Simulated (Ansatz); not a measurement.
Take Ni in the fcc (Cu type) structure (space group Fm-3m, No. 225; ferromagnetic) as the base.

```yaml
crystal:
  lattice:
    - [0.00000, 1.75922, 1.75922]
    - [1.75922, 0.00000, 1.75922]
    - [1.75922, 1.75922, 0.00000]
  atoms:
    - { symbol: Ni, position: [0.00000, 0.00000, 0.00000] }
```

All numbers come from Ansatz (a quantum-chemistry and plane-wave program), PBE, PAW, cutoff 420 eV, no SOC.

For the base:

| Quantity | Value |
|---|---|
| Magnetic state | ferromagnetic |
| Density | 8.95 g/cm³ |

Perturbation: hydrostatic tension (pressure −2 GPa).

Task: What does the calculation give for the magnetic state and density after the change?

Result: The magnetic state remains ferromagnetic; the density decreases by 0.09 g/cm³, from 8.95 g/cm³ to 8.86 g/cm³.

Other magnetic orders, which the real material may have, were not ruled out. Load acts through the strain it causes; cell and atoms are relaxed under it. Whether these cells are dynamically stable was not tested.
